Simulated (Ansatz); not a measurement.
Structures of equal composition on the (111) surface of fcc Au: a layer of Cu in place of the second plane; a layer of Cu in place of the third plane. The slabs share one bottom face, and each structure is named by its start. These are constructed structures in small cells; real faces may alloy, dewet or reconstruct in larger ones, and not all known structures of the face are among them. Slabs of about 12 Å with all that they carry, Fermi-Dirac smearing of 0.1 eV. Bottom of the slabs: a bare face, its two planes held. Relaxed from the named starts with such symmetry as they have, on meshes of like density; energies extrapolated to zero smearing; no spin-orbit coupling, no U. Spin-polarised runs, if any, are marked in brackets, and their order is one that fits the cell; the others ran without spin.

These are PBE (plane waves to 420 eV, PAW; Ansatz, a first-principles code) values and carry that method's errors.

### Question
Order them by energy per 1x1 cell (lowest first) at the level PBE.

### Answer
a layer of Cu in place of the second plane (0.000 eV), a layer of Cu in place of the third plane (0.030 eV)
